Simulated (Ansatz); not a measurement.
# Pressure series in ZnS

Consider ZnS in the wurtzite structure (space group P6_3mc, No. 186; a = 3.782 Å, c = 6.208 Å).

Cell and atoms are relaxed at each pressure.

Computed with PBEsol in Ansatz (plane waves to 420 eV, PAW, no SOC).

| pressure (GPa) | volume per atom (Å³/atom) |
|---|---|
| -2 | 19.749 |
| -1 | 19.476 |
| 0 | 19.225 |
| 1.8 | 18.810 |
| 4.2 | 18.322 |
| 9 | 17.513 |
| 18 | ? |
| 30 | 15.267 |
| 60 | 13.463 |

**Question.** Fit the third-order Birch–Murnaghan form P(V) = (3B₀/2)[(V₀/V)^(7/3) − (V₀/V)^(5/3)]·[1 + (3/4)(B₀′ − 4)((V₀/V)^(2/3) − 1)] (squares taken in P) to the rows shown and predict the withheld row.

**Answer.** Least squares on the printed values gives V₀ = 19.221 Å³/atom, B₀ = 80.7 GPa, B₀′ = 4.1; this predicts 16.374 Å³/atom, and the run gives 16.369 Å³/atom, 0.005 lower.

Load acts through the strain it causes; cell and atoms are relaxed under it. Stability against distortions was not tested. Tetrahedral semiconductors of this kind turn to denser phases somewhere between about 1 and 50 GPa; those were not computed, so compressed cells here can lie past the real transition.

Ansatz is an electronic-structure program.
